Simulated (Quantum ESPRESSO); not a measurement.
**Short convergence ladders for Ca3BiP (P4mm, 5 atoms in the cell)**

```yaml
crystal:
  lattice:
    - [5.40122, 0.00000, 0.00000]
    - [0.00000, 5.40122, 0.00000]
    - [0.00000, 0.00000, 5.40122]
  atoms:
    - { symbol: Ca, position: [0.00926, 0.50000, 0.50000] }
    - { symbol: Ca, position: [0.50000, 0.00000, 0.50000] }
    - { symbol: Ca, position: [0.50000, 0.50000, 0.00000] }
    - { symbol: Bi, position: [0.00000, 0.00000, 0.00000] }
    - { symbol: P, position: [0.50000, 0.50000, 0.50000] }
```

Base method: PBEsol, PseudoDojo standard norm-conserving (PBESOL) pseudopotentials (plane waves; Quantum ESPRESSO).

Base settings: ecutwfc = 70 Ry; occupations = smearing; smearing = fd; degauss = 0.0073499 Ry; potentials = {Ca: Ca.upf, Bi: Bi.upf, P: P.upf}; K_POINTS = automatic 2 2 2 0 0 0; conv_thr = 1e-10 Ry.

The count of work is k-points × plane waves × bands × iterations; it is no time. Core times come from one kind of shared machine, to one figure; runs under 30 s give none.

**The k-point mesh**

The second cell is the first with its lattice scaled by 0.98.

Only quantities that move along the ladder and can be compared are tabulated.

```csv
K_POINTS,free energy less the last step's (meV/atom),energy of the compressed cell less the first (meV/atom),pressure (GPa),largest difference of a force vector from the last step's (eV/Å),count of work / last,core time / last (rough)
automatic 1 1 1 0 0 0,2167.24,212.15,16.55,0.470,0.041,–
automatic 2 2 2 0 0 0,136.77,14.67,0.07,0.044,0.15,0.2
automatic 4 4 4 0 0 0,3.44,1.73,-1.02,0.002,0.45,0.4
automatic 5 5 5 0 0 0,0.88,1.44,-1.04,0.001,0.45,0.4
automatic 7 7 7 0 0 0,0.00,1.32,-1.05,0.000,1.0,1
```

Coarsest K_POINTS that holds the energy of the compressed cell less the first within 0.5 meV/atom of the last step, with all finer ones: automatic 4 4 4 0 0 0, at about 0.4 of the last step's time; the step before is off by 13 meV/atom.

Coarsest K_POINTS that holds the forces within 0.02 eV/Å of the last step, with all finer ones: automatic 4 4 4 0 0 0, at about 0.4 of the last step's time; the step before is off by 0.044 eV/Å.

Coarsest K_POINTS that holds the free energy within 2 meV/atom of the last step, with all finer ones: automatic 5 5 5 0 0 0, at about 0.4 of the last step's time; the step before is off by 3.4 meV/atom.

The energy difference between the two cells stays within 1 meV/atom of the last step's from automatic 4 4 4 0 0 0 on, the total only from automatic 5 5 5 0 0 0 on: much of the error is common to both cells and cancels.

**The k-point mesh at a smearing width of 0.02 eV**

In this ladder: degauss = 0.00147 Ry.

Only quantities that move along the ladder and can be compared are tabulated.

```csv
K_POINTS,free energy less the last step's (meV/atom),pressure (GPa),largest difference of a force vector from the last step's (eV/Å),count of work / last,core time / last (rough)
automatic 2 2 2 0 0 0,145.64,0.04,0.095,0.080,0.08
automatic 4 4 4 0 0 0,4.39,-1.04,0.009,0.22,0.2
automatic 6 6 6 0 0 0,0.47,-1.06,0.002,0.49,0.6
automatic 8 8 8 0 0 0,0.00,-1.06,0.000,1.0,1
```

Coarsest K_POINTS that holds the free energy within 1 meV/atom of the last step, with all finer ones: automatic 6 6 6 0 0 0; the step before is off by 4.4 meV/atom.

Coarsest K_POINTS that holds the pressure within 1 GPa of the last step, with all finer ones: automatic 4 4 4 0 0 0, at 0.22 of the last step's count of work and about 0.2 of the last step's time; the step before is off by 1.1 GPa.

Coarsest K_POINTS that holds the forces within 0.005 eV/Å of the last step, with all finer ones: automatic 6 6 6 0 0 0; the step before is off by 0.009 eV/Å.

On the base run: the starting cell comes from a database of computed structures (which also holds hypothetical and non-ambient phases and stackings), without a prior relaxation at this level. Its lattice was rescaled by up to half a per cent. One atom was moved a little off its site on purpose. The run gives no clean gap (levels at the Fermi energy touch, overlap or are partly filled at this smearing), which alone does not show that the compound is a metal. Without a gap this mesh is coarse (it stands for a supercell whose shortest vector is 11 Å).
